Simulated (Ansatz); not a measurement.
**Mg2Si (model structure, started from the cuprite type, Pn-3m, No. 224, 6 atoms in the cell)**

Level of theory: PBEsol (Ansatz, a program for electronic structure, plane waves, PAW).

Numerical settings: plane-wave cutoff 500 eV, 6×6×6 k mesh, Fermi–Dirac smearing 0.05 eV, scalar-relativistic PAW data made under PBE.

Cell (relaxed at this level):

```cif
data_Mg4Si2
_chemical_formula_sum 'Mg4 Si2'
_space_group_name_H-M_alt 'P 1'
_space_group_IT_number 1
_cell_length_a 5.77904
_cell_length_b 5.77904
_cell_length_c 5.77904
_cell_angle_alpha 90.000
_cell_angle_beta 90.000
_cell_angle_gamma 90.000
loop_
_space_group_symop_operation_xyz
  'x, y, z'
loop_
_atom_site_label
_atom_site_type_symbol
_atom_site_fract_x
_atom_site_fract_y
_atom_site_fract_z
_atom_site_occupancy
Mg1 Mg 0.75000 0.75000 0.75000 1
Mg2 Mg 0.75000 0.25000 0.25000 1
Mg3 Mg 0.25000 0.75000 0.25000 1
Mg4 Mg 0.25000 0.25000 0.75000 1
Si1 Si 0.00000 0.00000 0.00000 1
Si2 Si 0.50000 0.50000 0.50000 1
```

| Quantity | Value |
|---|---|
| band gap | 0.29 eV (on the SCF k mesh) |

Note: the relaxation could raise the start's symmetry but not lower it, so the cell can be a saddle point.

Cost on a shared machine: very roughly 27 core-seconds.

A model structure was made by putting elements into a prototype or built by hand; it is no filed structure, need not be a known phase, and can be a saddle point held by its symmetry.
